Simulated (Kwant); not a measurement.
Kwant, Hückel tight-binding model, one pz orbital an atom, one spin, coherent transport at 0 K. Conductance is in e²/h.

System: π system c1ccc2c(c1)[nH]c1ccccc12 between two chain leads. The π system is taken as planar. Atoms are numbered from 0 in the order of the SMILES. Site energies (eV, carbon 0): [0.0, 0.0, 0.0, 0.0, 0.0, 0.0, -4.05, 0.0, 0.0, 0.0, 0.0, 0.0, 0.0]. Bonds (i, j, β in eV): (0,1,-2.7) (1,2,-2.7) (2,3,-2.7) (3,4,-2.7) (4,5,-2.7) (4,6,-2.16) (6,7,-2.16) (7,8,-2.7) (8,9,-2.7) (9,10,-2.7) (10,11,-2.7) (11,12,-2.7) (5,0,-2.7) (12,7,-2.7) (12,3,-2.7). Leads: chains of hopping −4.1 eV, joined by −1.4 eV to atoms 0 and 1.

Site energies and bond integrals are typed Hückel values.

Sweep values stay those of the base run.

One input was changed, with this effect: transmission at E = 0 0.026 → 0.0065.

Question: Which change was it?
(A) contacts moved from atoms [0, 1] to [1, 2]
(B) contacts moved from atoms [0, 1] to [0, 5]
(C) contacts moved from atoms [0, 1] to [0, 11]
(D) contacts moved from atoms [0, 1] to [0, 2]
(E) contacts moved from atoms [0, 1] to [1, 8]
(F) contacts moved from atoms [0, 1] to [1, 11]

Answer: C, contacts moved from atoms [0, 1] to [0, 11]
